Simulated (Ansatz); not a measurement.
An Ansatz (a quantum-chemistry and plane-wave program) run: hypothetical simple cubic Ru; Ansatz, PBEsol, PAW, cutoff 420 eV, no spin-orbit coupling.

Input:

Ansatz 0.2 input:
```yaml
crystal:
  lattice:
    - [2.4802229932, 0, 0]
    - [0, 2.4802229932, 0]
    - [0, 0, 2.4802229932]
  atoms:
    - { symbol: Ru, position: [0, 0, 0] }
basis: { ecutwfc: 420, ecutrho_ratio: 4, xc_grid: 2, fft_grid_basis: typed }
kpoints: { mp_grid: { grid: [19, 19, 19] } }
hamiltonian:
  xc: pbesol
  dispersion: none
  pseudopotentials: { kind: paw }
scf: { occupations: { method: fermi_dirac, width: 0.05 }, convergence: { dr2_threshold: 0.0000000001 } }
output: { forces: true, stress: true }
```

Output (explanatory and most iteration lines left out):

```
Pseudopotential: Ru, paw, valence charge 16
Crystal: 1 atoms, lattice volume = 15.257 Å³
Basis set: ecut = 420 eV, 305 PW (Γ), exchange–correlation on 36×36×36 points (8 copies of the dense FFT grid, shifted against one another)
Bands: 12, of which v1, the nominal top of the filled ones, is band 8 counted from 1 (7 counted from 0)
Symmetry: 48 space group operations
Space group: Pm-3m (ITA 221), of the structure as read, at distance tolerance 2.5e-5 Å
k-points: 220 of 6859
Functional: x = pbesol(κ = 0.804, μ = 0.12345679012345678), c = pbesol(β = 0.046)
SCF iter   1: F=—  HF=-5815.289734 eV  |F-HF|=—  |Δ(HF+E_count)|=         —  Δρ=1.27e-2  dr2=1.49e-2  ethr=1.77e-3  ⟨swp⟩=5.1  Hψ=14980  notcnv=0
SCF iter   2: F=—  HF=-5815.285175 eV  |F-HF|=—  |Δ(HF+E_count)|=   4.56e-3  Δρ=5.38e-3  dr2=2.17e-3  ethr=9.30e-5  ⟨swp⟩=2.1  Hψ=5265  notcnv=0  defer=7
SCF 1 converged in 7 iterations: F = -5815.284857 eV  dr2 = 4.61e-12
SCF converged after 7 iterations
Free energy (F): -5815.284857 eV
Internal energy: -5815.273138 eV  (E = F + TS)
E sigma→0 (E₀):  -5815.278997 eV
Entropy (-TS):   -0.011719 eV (-11.719 meV/atom)
Fermi energy:    20.473540 eV
--- Forces (eV/Å), atoms counted from 1 ---
  atom   1  Ru    -0.00000000     0.00000000     0.00000000
--- Stress (GPa, compression-positive) ---
       -0.000247      -0.000000       0.000000
       -0.000000      -0.000247       0.000000
        0.000000       0.000000      -0.000247
  P = ⅓ Tr σ = -0.0002 GPa (-0.002 kbar)
```

Whether these cells are dynamically stable was not tested. The final runs are not spin-polarised. The cell is Ru in the simple cubic structure (space group Pm-3m, No. 221; a hypothetical phase, not in the database extracts checked).
